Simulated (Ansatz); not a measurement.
Consider ZnGeP2 in the chalcopyrite structure (space group I-42d, No. 122).

```xyz
8
Lattice="-2.7121 2.7121 5.3549 2.7121 -2.7121 5.3549 2.7121 2.7121 -5.3549" Properties=species:S:1:pos:R:3 pbc="T T T"
Zn     0.0000     0.0000     0.0000
Zn     0.0000     2.7121     2.6774
Ge     0.0000     0.0000     5.3549
Ge     2.7121     0.0000     2.6774
P      1.3471     1.3561     6.6936
P      1.3561    -1.3471     4.0161
P      1.3651     1.3561     1.3387
P      1.3561     4.0592    -1.3387
```

The values are results of Ansatz (a quantum-chemistry and plane-wave program), PBEsol, PAW, cutoff 420 eV, without spin-orbit coupling, not measurements.

Strains are applied to the cell and any free atomic positions relax.

One change was made to it. Results:

```csv
quantity,base,after
"valence-band top at Γ (three highest levels, from the VBM)","0.00, -0.07, -0.07 eV","0.00, -0.07, -0.07 eV"
band gap,1.07 eV,1.10 eV
hole mass,"0.096 mₑ along c, 0.33 mₑ across (at Γ)","0.088 mₑ along c, 0.35 mₑ across (at Γ)"
gap character,"indirect, Γ → M–S (33 % along)","indirect, Γ → M–S (33 % along)"
```

**Question.** Which change produced these results?
(A) isotropic strain +0.75 %
(B) isotropic strain +2.25 %
(C) isotropic strain +3.00 %

**Answer.** A, isotropic strain +0.75 %. For comparison, the band gap in the other runs: isotropic strain +3.00 % gives 0.79 eV; isotropic strain +2.25 % gives 0.93 eV.

Masses are band curvatures over ±0.01 Å⁻¹ around the edge. Whether these cells are dynamically stable was not tested.
